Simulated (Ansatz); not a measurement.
Input:

```xyz
2
Lattice="0.0000 1.7504 1.7504 1.7504 0.0000 1.7504 1.7504 1.7504 0.0000" Properties=species:S:1:pos:R:3 pbc="T T T"
C      0.0000     0.0000     0.0000
C      0.8752     0.8752     0.8752
```

Level of theory: r2SCAN, finite-displacement electron-phonon coupling, linearised Boltzmann equation (plane waves, PAW, scalar-relativistic; Ansatz, a quantum-chemistry and plane-wave program). Condition of this run: hydrostatic pressure 25 GPa (the target of the relaxation). How the cell was made: relaxed with this functional, without spin-orbit coupling, then loaded as said.

Problem. Predict the intrinsic electron mobility at 300 K.

Solution. 1800 cm²/(V·s).

Scattering by harmonic phonons alone: no impurities, screening or carrier-carrier scattering, bands fixed at 0 K. From a coarser fine mesh the values given move by up to 8 %. The mesh was bound by memory.
